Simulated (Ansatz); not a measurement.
Amorphous hafnium silicate (Si$_{20}$O$_{47}$Hf$_{4}$), 71 atoms at 3.20 g/cm³, one PBE-relaxed geometry, zone centre. Methods: PBE, scalar-relativistic without spin-orbit coupling (Ansatz, a program for electronic structure); r2SCAN, scalar-relativistic without spin-orbit coupling (Ansatz); HSE06, scalar-relativistic without spin-orbit coupling (Ansatz). Plane waves to 420 eV (r2SCAN 500 eV); exact exchange is cut at the cell's faces. The usual formal charges leave 2 electrons over, so the level spacing at the Fermi energy parts defect or band states and needn't be the band gap. At PBE the levels at the filled edge of the gap are localised (band-tail or defect states), and the nearest spread-out levels lie 4.8 eV apart at the zone centre. The higher rungs were started with moments on some atoms, which died out.

Preparation: random packing, a CHGNet melt and quench, and a DFT relaxation. O atoms were pushed apart under 1.9 Å during the dynamics, to hinder bonds among them. The hot cell started wider than the set density and was brought back towards it in steps. It is the lowest in DFT energy of 2 quenches. It is a model cell: composition and starting density were chosen by hand, and all elements were melted together. No dispersion term was used. Its density started from a set value of 3.20 and ended at 3.20 g/cm³. Cooling (nominally 320 K/ps over its main leg) ran many orders faster than in experiment, which tends to leave more defects and strain. Values belong to this one cell and scatter from quench to quench. The volume was held where the preparation left it, at a PBE pressure of 0.6 GPa. Stress components on the final sampling reach 2.8 GPa.

The relaxation ran on the zone centre alone. At PBE the level spacing at the Fermi energy is 2.81 eV on a 2×2×2 Γ-centred mesh, and the spacing at the zone centre alone 2.87 eV.

Problem. What zone-centre spacing does r2SCAN give, roughly?

Solution. 3.27 eV (+0.40 eV against PBE).

Problem. What zone-centre spacing does HSE06 give, roughly?

Solution. 4.02 eV (+1.15 eV against PBE).

The highest filled and the lowest empty state spread over these numbers of atoms (participation numbers): PBE: 4.6 and 39.8; r2SCAN: 4.4 and 35.1; HSE06: 4.2 and 39.0.
